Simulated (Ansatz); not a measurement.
The starting structures come from a database of crystals and need not be the phases stable at ambient conditions.

 Where the default PAW files enter, the runs use the earlier of Ansatz's two default sets.

Data:

```
Si
1.0
    3.82886     0.00000     0.00000
   -1.91443     5.35268     0.00000
    0.00000     0.00000    12.67273
Si
12
Direct
  0.75727   0.51454   0.94511
  0.24273   0.48546   0.05489
  0.24273   0.48546   0.44511
  0.75727   0.51454   0.55489
  0.42869   0.85738   0.15727
  0.57131   0.14262   0.84273
  0.57131   0.14262   0.65727
  0.42869   0.85738   0.34273
  0.97127   0.94254   0.90937
  0.02873   0.05746   0.09063
  0.02873   0.05746   0.40937
  0.97127   0.94254   0.59063
```

Space group of this cell: Cmcm. The cell is taken as given.

Transport runs along the normal of the first two printed cell vectors.

The gap is the functional's own, uncorrected, and κ follows it; spin-orbit coupling is left out. Mid-gap values are interpolated between the computed energies.

**Question.** Estimate the band gap and the smallest decay constant κ at mid-gap that r2SCAN (Ansatz, an electronic-structure program) returns for this system.

**Answer.** Gap 0.69 eV on a 8×8×4 mesh; κ = 0.150 1/Å, at the zone centre.
